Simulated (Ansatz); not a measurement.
## Element substitutions in hypothetical zinc blende HgO

Start from HgO in the zinc blende structure (space group F-43m, No. 216; a hypothetical phase, not in the database extracts checked).

```
CELL_PARAMETERS angstrom
      0.00000     2.59797     2.59797
      2.59797     0.00000     2.59797
      2.59797     2.59797     0.00000
ATOMIC_POSITIONS crystal
  O  0.75000 0.75000 0.75000
  Hg 0.00000 0.00000 0.00000
```

Each row replaces one element on all its sites; cell and atoms are relaxed.

Method: PBEsol (Ansatz, a quantum-chemistry and plane-wave program; PAW; 420 eV plane waves; spin-orbit coupling left out).

```
case    shortest interatomic distance      density
------  -----------------------------  -----------
base                          2.250 Å  10.26 g/cm³
O → Te                        2.819 Å   7.90 g/cm³
O → Se                        2.656 Å   8.05 g/cm³
O → S                         2.544 Å   7.62 g/cm³
```

Whether these cells are dynamically stable was not tested. The final runs are not spin-polarised.
